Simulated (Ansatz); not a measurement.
**Effect of pressure 0.3 GPa on BaTiO3**

Consider BaTiO₃ (space group P4mm, No. 99; a = 3.9851 Å, c = 4.2043 Å).

One thing is altered: cell and atoms relaxed at a pressure of 0.3 GPa.

Method: DFT with PBE, PAW potentials and a 420 eV plane-wave cutoff in Ansatz (a first-principles code), spin-orbit coupling left out, earlier PAW set. Γ-centred 8×8×8 mesh, Fermi–Dirac width 0.05 eV.

- Volume per atom: 13.31 Å³ (base 13.35 Å³)
- Density: 5.82 g/cm³ (base 5.80 g/cm³)
- Lattice parameter a: 3.984 Å (base 3.985 Å)
- c/a ratio: 1.053 (base 1.055)
- Shortest interatomic distance: 1.813 Å (base 1.811 Å)
- Enthalpy H = E + PV relative to the base's energy: +0.02 eV/atom
- Band gap: 1.85 eV (base 1.85 eV)
- Gap character: indirect, A → Γ (base indirect, A → Γ)
- Smallest direct gap: 2.39 eV (base 2.39 eV)
- Width of the top valence band: 1.38 eV (base 1.39 eV)

Final structure:

```
CELL_PARAMETERS angstrom
      3.98401     0.00000     0.00000
      0.00000     3.98401     0.00000
      0.00000     0.00000     4.19354
ATOMIC_POSITIONS crystal
  Ti 0.50000 0.50000 0.45729
  Ba 0.00000 0.00000 0.93992
  O  0.50000 0.50000 0.88964
  O  0.50000 0.00000 0.40957
  O  0.00000 0.50000 0.40957
```

Load acts through the strain it causes; cell and atoms are relaxed under it. Whether these cells are dynamically stable was not tested. The final runs are not spin-polarised.
